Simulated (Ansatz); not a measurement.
Consider MoS2 in the 2H-MoS2 type structure (space group P6_3/mmc, No. 194; a = 3.149 Å, c = 12.091 Å; layered, stacked along the Cartesian z axis). Axes: x lies along a and z along c of the hexagonal cell.

Method: Ansatz (a first-principles code) PBE-D3(BJ), without spin-orbit coupling, earlier PAW set.

Before the change:

| Quantity | Value |
|---|---|
| Valence-band top at Γ | 0.00, -1.11, -1.28 eV |
| Hole mass | 1.0 mₑ along c, 0.61 mₑ across (at Γ) |

Now apply this change: compressive biaxial strain of 0.24 % in the plane normal to [001], as in epitaxy on a mismatched substrate; the out-of-plane cell vector and the atoms relax.

What does the calculation give for the valence-band top at Γ after the change?

The valence-band top at Γ (three highest levels, from the VBM) goes from 0.00, -1.11, -1.28 eV to 0.00, -1.11, -1.30 eV.

What happens to the hole mass?

The hole mass becomes 1.0 mₑ out of plane, 0.63 mₑ in plane (at Γ) (base: 1.0 mₑ along c, 0.61 mₑ across (at Γ)).

The levels and masses belong to the bands next to the band gap. Masses are band curvatures over ±0.01 Å⁻¹ around the edge. Whether these cells are dynamically stable was not tested.
